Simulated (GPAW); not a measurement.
**A self-consistent single point of CaCd3 (P6_3/mmc, 8 atoms in the cell) with GPAW**

Method of the run: PBEsol, GPAW PAW datasets PBEsol (made by gpaw-setup) (plane waves; GPAW).

This input was run:

```python
from ase import Atoms
from ase.units import GPa
from gpaw import GPAW

atoms = Atoms(['Ca', 'Ca', 'Cd', 'Cd', 'Cd', 'Cd', 'Cd', 'Cd'],
              cell=[[6.703230, 0.000000, 0.000000],
                    [-3.351615, 5.805167, 0.000000],
                    [0.000000, 0.000000, 4.998860]],
              positions=[[3.351618, 1.935054, 1.249715],
                         [-0.000003, 3.870113, 3.749145],
                         [1.582683, 0.913762, 3.749145],
                         [1.768932, 4.891405, 1.249715],
                         [-0.000000, 1.827525, 1.249715],
                         [3.351615, 3.977642, 3.749145],
                         [5.120547, 0.913762, 3.749145],
                         [-1.768932, 4.891405, 1.249715]],
              pbc=True)

calc = GPAW(mode={'name': 'pw', 'ecut': 550},
            xc='PBEsol',
            kpts={'size': (4, 4, 5), 'gamma': True},
            occupations={'name': 'methfessel-paxton', 'width': 0.1, 'order': 1},
            nbands=-12,
            convergence={'density': 1e-05, 'energy': 1e-05},
            symmetry={'symmorphic': False, 'tolerance': 0.0005},
            maxiter=100)

atoms.calc = calc

energy = atoms.get_potential_energy()
print('Energy (eV):', round(energy, 6))
forces = atoms.get_forces()
print('Forces (eV/Ang):')
print(forces.round(5))
stress = atoms.get_stress()
print('Stress (GPa, Voigt):', (stress / GPa).round(4))
```

Log, with long lists cut:

```
Input parameters:
  convergence: {density: 1e-05,
                energy: 1e-05}
  kpts: {gamma: True,
         size: (4, 4, 5)}
  maxiter: 100
  mode: {ecut: 550,
         name: pw}
  nbands: -12
  occupations: {name: methfessel-paxton,
                order: 1,
                width: 0.1}
  symmetry: {symmorphic: False,
             tolerance: 0.0005}
  xc: PBEsol

species:
  Ca:
    name: Calcium
    Z: 20.0
    valence: 10
    core: 10
    charge: 0.0
    file: Ca.PBEsol.gz

    # Using partial waves for Ca as LCAO basis

  Cd:
    name: Cadmium
    Z: 48.0
    valence: 12
    core: 36
    charge: 0.0
    file: Cd.PBEsol.gz

    # Using partial waves for Cd as LCAO basis

Reference energy: -949588.967256  # eV

Spin-paired calculation

Convergence criteria:
 Maximum [total energy] change in last 3 cyles: 1e-05 eV / valence electron
 Maximum integral of absolute [dens]ity change: 1e-05 electrons / valence electron
 Maximum integral of absolute [eigenst]ate change: 4e-08 eV^2 / valence electron
 Maximum number of scf [iter]ations: 100

Symmetries present (total): 24
Symmetries with fractional translations: 12
80 k-points: 4 x 4 x 5 Monkhorst-Pack grid + [1/8,1/8,0.000000]
12 k-points in the irreducible part of the Brillouin zone
       k-points in crystal coordinates                weights
   0:     0.00000000    0.00000000    0.00000000          1/80
   1:     0.00000000    0.00000000    0.20000000          2/80
   2:     0.00000000    0.00000000    0.40000000          2/80
   [... 7 lines left out ...]
          ...
  11:     0.50000000    0.50000000    0.40000000          6/80

Wave functions: Plane wave expansion
  Cutoff energy: 550.000 eV
  Number of coefficients (min, max): 5677, 5726
  Pulay-stress correction: 0.000000 eV/Ang^3 (de/decut=0.000000)

Occupation numbers: Methfessel-Paxton:
  width: 0.1000  # eV
  order: 1

Eigensolver

Densities:
  Coarse grid: 40*40*28 grid
  Fine grid: 80*80*56 grid
  Total Charge: 0.000000

Density mixing:
  Method: separate
  Backend: pulay
  Linear mixing parameter: 0.05
  old densities: 5
  Damping of long wavelength oscillations: 50

Hamiltonian:
  XC and Coulomb potentials evaluated on a 80*80*56 grid
  External potential:
    NoExternalPotential

XC parameters: PBEsol with 2 nearest neighbor stencil

Number of atoms: 8
Number of atomic orbitals: 64
Number of bands in calculation: 58
Number of valence electrons: 92
Bands to converge: occupied

Density initialized from atomic densities
  58 bands from LCAO basis set

Atomic positions and initial magnetic moments

Positions:
   0 Ca     3.351618    1.935054    1.249715    ( 0.0000,  0.0000,  0.0000)
   1 Ca    -0.000003    3.870113    3.749145    ( 0.0000,  0.0000,  0.0000)
   2 Cd     1.582683    0.913762    3.749145    ( 0.0000,  0.0000,  0.0000)
   3 Cd     1.768932    4.891405    1.249715    ( 0.0000,  0.0000,  0.0000)
   4 Cd    -0.000000    1.827525    1.249715    ( 0.0000,  0.0000,  0.0000)
   5 Cd     3.351615    3.977642    3.749145    ( 0.0000,  0.0000,  0.0000)
   6 Cd     5.120547    0.913762    3.749145    ( 0.0000,  0.0000,  0.0000)
   7 Cd    -1.768932    4.891405    1.249715    ( 0.0000,  0.0000,  0.0000)

Unit cell:
           periodic     x           y           z      points  spacing
  1. axis:    yes    6.703230    0.000000    0.000000    40     0.1451
  2. axis:    yes   -3.351615    5.805167    0.000000    40     0.1451
  3. axis:    yes    0.000000    0.000000    4.998860    28     0.1785

  Lengths:   6.703230   6.703230   4.998860
  Angles:   90.000000  90.000000 120.000002

Effective grid spacing dv^(1/3) = 0.1631

     iter     time        total  log10-change:
                         energy   eigst   dens
iter:   1 --:--:--   -15.306109
iter:   2 --:--:--   -15.844596   -0.63  -1.45
iter:   3 --:--:--   -15.861958   -1.41  -1.47
iter:   4 --:--:--   -15.287535   -2.13  -1.48
iter:   5 --:--:--   -15.947081   -1.19  -1.60
iter:   6 --:--:--   -15.187282   -1.26  -1.78
   [... 2 lines left out ...]
iter:   9 --:--:--   -15.113568   -3.67  -2.42
iter:  10 --:--:--   -15.071005   -2.57  -2.47
iter:  11 --:--:--   -15.058143   -3.28  -2.63
iter:  12 --:--:--   -15.055152   -4.01  -2.82
iter:  13 --:--:--   -15.055044   -5.26  -3.42
iter:  14 --:--:--   -15.054603c  -4.95  -3.47
iter:  15 --:--:--   -15.054650c  -5.70  -3.47
iter:  16 --:--:--   -15.054591c  -5.78  -3.55
iter:  17 --:--:--   -15.054576c  -5.45  -3.74
iter:  18 --:--:--   -15.054545c  -6.56  -3.76
iter:  19 --:--:--   -15.054533c  -6.21  -3.85
iter:  20 --:--:--   -15.054532c  -7.52c -4.10
iter:  21 --:--:--   -15.054534c  -6.55  -4.13
iter:  22 --:--:--   -15.054531c  -7.22  -4.22
iter:  23 --:--:--   -15.054530c  -7.04  -4.30
iter:  24 --:--:--   -15.054530c  -8.34c -5.08c

Converged after 24 iterations.

Dipole moment: (-0.000000, -0.000000, 0.000000) |e|*Ang

Energy contributions relative to reference atoms: (reference = -949588.967256)

Kinetic:        +15.973600
Potential:       -4.154051
External:        +0.000000
XC:             -26.492442
Entropy (-ST):   -0.002804
Local:           -0.379767
SIC:             +0.000000
--------------------------
Free energy:    -15.055464
Extrapolated:   -15.054530

Showing only first 2 kpts
 Kpt  Band  Eigenvalues  Occupancy
  0    44      4.25208    2.00000
  0    45      5.31687    2.00000
  0    46      7.21388   -0.00000
  0    47      8.06793   -0.00000

  1    44      4.46749    2.00000
  1    45      5.35950    2.00000
  1    46      6.80400   -0.00000
  1    47      6.80405   -0.00000

Fermi level: 6.33782

No gap
No difference between direct/indirect transitions
Energy (eV): -15.05453

Forces in eV/Ang:
  0 Ca   -0.00000    0.00000   -0.00000
  1 Ca    0.00000    0.00000   -0.00000
  2 Cd   -0.05317   -0.03070    0.00000
  3 Cd    0.05317    0.03070    0.00000
  4 Cd   -0.00000   -0.06139    0.00000
  5 Cd   -0.00000    0.06139    0.00000
  6 Cd    0.05317   -0.03070    0.00000
  7 Cd   -0.05317    0.03070    0.00000

Stress tensor:
     0.013310    -0.000000     0.000000
    -0.000000     0.013310     0.000000
     0.000000     0.000000     0.011041
Stress (GPa, Voigt): [ 2.1325  2.1325  1.7689  0.      0.     -0.    ]
```

The run converged in 24 iterations. GPAW prints stress with tension positive.

The starting cell comes from a database of computed structures (which also holds hypothetical and non-ambient phases and stackings), without a prior relaxation at this level.

Cost on one core of a shared machine: roughly 2 min.
